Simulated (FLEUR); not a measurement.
Worked example: self-consistent single point of CdPd₃ (I4/mmm, 4 atoms in the cell) in FLEUR.

Level of theory: PBEsol, all-electron FLAPW (FLEUR), scalar-relativistic valence.

The change in words: lattice scaled by 0.98. Reference geometry:
```
CdPd3
1.0
   -1.95519     1.95519     3.88156
    1.95519    -1.95519     3.88156
    1.95519     1.95519    -3.88156
Cd Pd
1 3
Cartesian
  0.00000   0.00000   0.00000
  0.00000   1.95519   1.94078
  1.95519   0.00000   1.94078
  0.00000   0.00000   3.88156
```

Reference input (self-consistent single point, DFT, PBEsol, all-electron FLAPW (FLEUR), scalar-relativistic valence): Kmax = 4.1 1/bohr; GmaxXC = 16.4 1/bohr; xcFunctional = PBEs; jspins = 1; l_soc = F; mode = hist; fermiSmearingEnergy = 0.00367493 Htr; mesh (inpgen div1-3) = 8 8 8; inpgen gamma flag = true; Gmax = 16.4 1/bohr; numbands = 0; maxIterBroyd = 25. This run's input differs from it in these lines:

```diff
@@ -3,6 +3,6 @@
 &input film=f /
--0.4102618695 0.4102618695 0.8144755349
-0.4102618695 -0.4102618695 0.8144755349
-0.4102618695 0.4102618695 -0.8144755349
-9.0058908627
+-0.4102618325 0.4102618325 0.8144755721
+0.4102618325 -0.4102618325 0.8144755721
+0.4102618325 0.4102618325 -0.8144755721
+8.8257729200
 1.0 1.0 1.0
@@ -46,5 +46,5 @@
          <bravaisMatrix>
-            <row-1>   -3.6947736218442695     3.6947736218442695     7.3350777776486042</row-1>
-            <row-2>    3.6947736218442695    -3.6947736218442695     7.3350777776486042</row-2>
-            <row-3>    3.6947736218442695     3.6947736218442695    -7.3350777776486042</row-3>
+            <row-1>   -3.6208777713880758     3.6208777713880758     7.1883764482416881</row-1>
+            <row-2>    3.6208777713880758    -3.6208777713880758     7.1883764482416881</row-2>
+            <row-3>    3.6208777713880758     3.6208777713880758    -7.1883764482416881</row-3>
          </bravaisMatrix>
```

Log, with long lists cut:

```
 Iteration:     1   Distance:      11.34607475 me/bohr^3
 Iteration:     2   Distance:       9.88819414 me/bohr^3
 Iteration:     3   Distance:       3.87685476 me/bohr^3
 Iteration:     4   Distance:       2.01590091 me/bohr^3
 Iteration:     5   Distance:       1.68577831 me/bohr^3
   [... 9 lines left out ...]
 Iteration:    15   Distance:       0.00035498 me/bohr^3
 Iteration:    16   Distance:       0.00005123 me/bohr^3
 Iteration:    17   Distance:       0.00001173 me/bohr^3
 Iteration:    18   Distance:       0.00000251 me/bohr^3
 Run finished successfully
 Stop message:
   Structural relaxation: Done

[file out, last iteration]
             iter=     19
[...]
          total density-effective poten   -3.4033053993E+04
          total charge density-energy d   -5.7758799931E+02
 Updated energy parameters for spin:           1
[...]
 fermi energy and band-weighting factors:
    1.260258    1.269166    1.307900

[...]
FERMIE:
          first approx. to ef    (T=0)  :   0.472846 htr   (energy of the highest occ. eigenvalue)
          number of occ. states  (T=0)  :       1946
          first approx. to seigv (T=0)  : -22.375442 htr
          sum of weights of occ. states :  33.005859
          sum of semicore charge        :   0.000000 e
FERHIS:  Fermi-Energy by histogram:
          bandgap                     :   0.000579 htr
   [... lines left out ...]
          charge neutrality (T=0)     :   0.011719    (zero if the highest occ. eigenvalue is "entirely" occupied)
     EF_NEWTON:  Adjust Fermi-Energy by Newton-Method.
 Direct bandgap for spin            1 :    3.2666098323069215E-003  Htr
 ---->    free energy=                    -20727.3087353674 htr
   [... lines left out ...]
 TOTAL FORCE FOR ATOM TYPE=  1  X=  0.000   Y=  0.000   Z=  0.000
                       FX_TOT= 0.000000 FY_TOT= 0.000000 FZ_TOT= 0.000000
 TOTAL FORCE FOR ATOM TYPE=  2  X=  3.621   Y=  0.000   Z= -3.594
                       FX_TOT= 0.000000 FY_TOT= 0.000000 FZ_TOT= 0.000000
 TOTAL FORCE FOR ATOM TYPE=  3  X=  0.000   Y=  0.000   Z=  7.188
                       FX_TOT= 0.000000 FY_TOT= 0.000000 FZ_TOT= 0.000000
 Structural relaxation: Done
```

The run converged in 18 iterations. FLEUR gives forces in its relaxation mode, with a further iteration, so its stop message speaks of a relaxation. 

The starting cell comes from a database of computed structures (which also holds hypothetical and non-ambient phases and stackings), without a prior relaxation at this level. Its lattice was rescaled by a random factor within 2.5 % of one. For this run, on top of that: lattice scaled by 0.98. Spin polarisation is off. Values depend on the basis (sphere radii, cutoffs, local orbitals), which need not be converged. The log's line on a gap gives a spacing of levels on this mesh, which the program prints for metals too.

These are the values that this program gave, and no reference: the default basis lacks the next d shell.

Cost on one core of a shared machine: roughly 6 min.
